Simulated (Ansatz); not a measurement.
The reference is CdS in the zinc blende structure (space group F-43m, No. 216; a = 5.927 Å).

Levels (all Ansatz, a first-principles code, PAW): PBE (420 eV, no SOC); r2SCAN (500 eV, spin-orbit coupling left out); HSE06 (420 eV, no SOC); PBE+SOC (420 eV, with spin-orbit coupling).

One geometry, relaxed with PBE, under each level:

Notes on the quantities. hole mass: degenerate bands, along [100].

The valence-band top lists the three highest levels at Γ (Kramers pairs under SOC), from the VBM.

```csv
level,band gap,lowest conduction level above the VBM at special points,valence-band top at Γ,electron mass,hole mass,pressure
PBE,1.04 eV,Γ 1.04 eV; L 2.94 eV; X 3.63 eV; U 4.23 eV,"0.00, 0.00, 0.00 eV",0.12 mₑ (at Γ),"0.13, 0.82, 0.82 mₑ (at Γ)",0.0 kbar
r2SCAN,[?],[?],–,[?],[?],[?]
HSE06,2.04 eV,Γ 2.04 eV; L 4.02 eV; X 4.52 eV,–,–,–,–
PBE+SOC,1.03 eV,Γ 1.03 eV; L 2.92 eV; X 3.61 eV; U 4.21 eV,"0.00, 0.00, -0.05 eV",0.12 mₑ (at Γ),"0.17, 0.95 mₑ (at Γ)",-0.5 kbar
```

### Question
Give the withheld r2SCAN results.

### Answer

- r2SCAN, band gap: 1.49 eV
- r2SCAN, lowest conduction level above the VBM at special points: Γ 1.49 eV; L 3.40 eV; X 3.92 eV; U 4.61 eV
- r2SCAN, electron mass: 0.15 mₑ (at Γ)
- r2SCAN, hole mass: 0.16, 0.82, 0.82 mₑ (at Γ)
- r2SCAN, pressure: -14.2 kbar

Single points use the geometry relaxed with PBE. Their cutoffs differ, which shifts pressures a little. The spin-orbit shifts are approximate. Masses are band curvatures over ±0.01 Å⁻¹ around the edge. Stability against distortions was not tested.
